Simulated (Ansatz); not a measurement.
# A computed series for hypothetical P4_2/mnm ZnS: pressure series

Start from ZnS (space group P4_2/mnm, No. 136; a = 6.6298 Å, c = 3.8613 Å; a hypothetical phase, not in the database extracts checked).

Cell and atoms are relaxed at each pressure.

Level of theory: PBE (Ansatz, a program for electronic structure), without spin-orbit coupling.

```csv
variant,width of the top valence band,volume per atom,band gap
base,1.41 eV,21.22 Å³,2.17 eV
pressure −2 GPa,1.35 eV,21.95 Å³,2.02 eV
pressure −1 GPa,1.38 eV,21.56 Å³,2.10 eV
pressure 0.3 GPa,1.42 eV,21.12 Å³,2.19 eV
pressure 0.7 GPa,1.43 eV,20.99 Å³,2.21 eV
pressure 1.5 GPa,1.45 eV,20.74 Å³,2.26 eV
pressure 3 GPa,1.49 eV,20.31 Å³,2.34 eV
pressure 5 GPa,1.54 eV,19.81 Å³,2.44 eV
pressure 7.5 GPa,1.59 eV,19.24 Å³,2.55 eV
pressure 10 GPa,1.63 eV,18.74 Å³,2.64 eV
```

Load acts through the strain it causes; cell and atoms are relaxed under it. Whether these cells are dynamically stable was not tested. No other phases were tried under pressure.
